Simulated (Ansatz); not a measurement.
MgInGaO₄ (model structure, started from the InGaZnO4 type, R3m, No. 160, 7 atoms in the cell) was calculated with r²SCAN+SOC (PAW; Ansatz, a quantum-chemistry and plane-wave program).

Settings: plane-wave cutoff 560 eV, 12×12×12 k mesh, Fermi–Dirac smearing 0.01 eV, PAW data made under PBE.

Cell (relaxed with PBEsol):

GaInMgO4 is taken in the trigonal space group R3m, hexagonal axes (No. 160), Pearson symbol hR7. Conventional cell: a = b = 3.3436 Å, c = 25.2974 Å, α = β = 90.00°, γ = 120.00°. In on 3a sees 6 O at 2.190–2.213 Å (octahedral). Ga on 3a is coordinated by 5 O at 1.928–1.955 Å (trigonal bipyramidal). Mg on 3a is surrounded by 4 O at 1.979–1.998 Å and 1 O at 2.316 Å. O1 on 3a is coordinated by 1 Ga at 1.955 Å and 3 Mg at 1.979 Å (tetrahedral). O2 on 3a is coordinated by 3 Ga at 1.932 Å and 1 Mg at 2.316 Å. O3 on 3a sees 1 Ga at 1.928 Å and 3 In at 2.213 Å (tetrahedral). O4 on 3a is coordinated by 1 Mg at 1.998 Å and 3 In at 2.190 Å (tetrahedral). (Neighbours: up to the widest gap in distance over summed covalent radii, below 1.35, at either atom; cation-cation and far metal-metal contacts left out.)
(The calculation used a cell of 7 atoms; values per cell refer to that cell.)

Problem. Give the computed band gap and smallest direct gap on the k points sampled.

Solution. 
band gap: 2.73 eV (indirect)
smallest direct gap on the k points sampled: 2.86 eV

Note: the relaxation could raise the start's symmetry but not lower it, so the cell can be a saddle point; cell and atoms aren't relaxed at this level (largest force component 0.09 eV/Å, pressure -0.9 GPa).

Computed values are for the static lattice.

A model structure was made by putting elements into a prototype or built by hand; it is no filed structure, need not be a known phase, and can be a saddle point held by its symmetry.
